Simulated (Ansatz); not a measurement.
For 1T (CdI2-type) PtTe2, PBEsol-D3(BJ) in Ansatz (PAW) gives:

| Property | Value |
|---|---|
| lattice constant a | 4.009 Å |
| lattice parameter c | 4.958 Å |

Task: What does HSE06-D3(BJ) in Ansatz (plane waves, PAW) give for the same quantities?

Result: 
- lattice constant a: 4.002 Å (falls by 0.2 %)
- lattice parameter c: 4.984 Å (goes up by 0.5 %)

For comparison: lattice constant a 4.026 Å (measured, temperature not stated, not corrected to a static lattice; as tabulated in Pelayo et al. (2023), arXiv:2312.15371); lattice parameter c 5.221 Å (measured, temperature not stated, no zero-point or thermal correction; as tabulated in Pelayo et al. (2023), arXiv:2312.15371).

Changes are worked out from the printed values.

Unless a cell is named, each level is at its own relaxed cell (PBEsol-D3(BJ) 23.01, HSE06-D3(BJ) 23.04 Å³/atom).

Levels without +SOC leave out spin–orbit coupling, which shifts energies and cells of such heavy elements.

Caveats: exact exchange on metals is sensitive to the k mesh and can open a false gap (HSE06-D3(BJ)); the run warned that the count of filled bands differs between k points (HSE06-D3(BJ)). Ansatz's density-functional and Hartree–Fock values are scalar-relativistic unless marked +SOC, with PAW data made under PBE.

Ansatz is a program for electronic structure.
